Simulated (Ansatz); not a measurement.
Given:

```
Ga2O3
1.0
    2.52884     1.46003     4.48656
   -2.52884     1.46003     4.48656
    0.00000    -2.92005     4.48656
Ga O
4 6
Direct
  0.35630   0.35630   0.35630
  0.14370   0.14370   0.14370
  0.64370   0.64370   0.64370
  0.85630   0.85630   0.85630
  0.55298   0.94702   0.25000
  0.25000   0.55298   0.94702
  0.94702   0.25000   0.55298
  0.44702   0.05298   0.75000
  0.75000   0.44702   0.05298
  0.05298   0.75000   0.44702
```

No spin polarisation.

Method: PBE (Ansatz, a first-principles code), no spin-orbit coupling. k-mesh 8×8×8 (Γ-centred); smearing 0.05 eV (Fermi–Dirac).

### Question
What is the computed gap character?

### Answer
Indirect, Γ–S₀ (50 % along) → Γ.

### Question
What is the computed band gap?

### Answer
2.51 eV.

### Question
Estimate the smallest direct gap.

### Answer
2.76 eV.

The cells carry an imposed strain or load. Whether these cells are dynamically stable was not tested. The cell was made from Ga₂O₃ in the corundum structure (space group R-3c, No. 167) by this change: uniaxial strain ε_zz = −1.20 %.
